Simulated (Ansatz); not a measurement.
For SiC (model structure, started from the WC type, P-6m2, No. 187, 2 atoms in the cell), PBE-D3(BJ) (Ansatz, a program for electronic structure, PAW) gives:

| Quantity | Value |
|---|---|
| lattice constant a | 2.827 Å |
| c axis length | 2.555 Å |
| formation enthalpy | 0.982 eV/atom |

**Question.** What does r²SCAN (Ansatz, PAW) give for the same quantities?

**Answer.** 
- lattice constant a: 2.849 Å (rises by 0.8 %)
- lattice parameter c: 2.551 Å (drops by 0.2 %)
- formation enthalpy: 1.173 eV/atom (increases by 0.191 eV/atom)

Changes are worked out from the printed values.

Unless a cell is named, each level is at its own relaxed cell (PBE-D3(BJ) 8.84, r²SCAN 8.96 Å³/atom).

Ansatz's density-functional and Hartree–Fock values are scalar-relativistic unless marked +SOC, with PAW data made under PBE.

A model structure was made by putting elements into a prototype or built by hand; it is no filed structure, need not be a known phase, and can be a saddle point held by its symmetry.
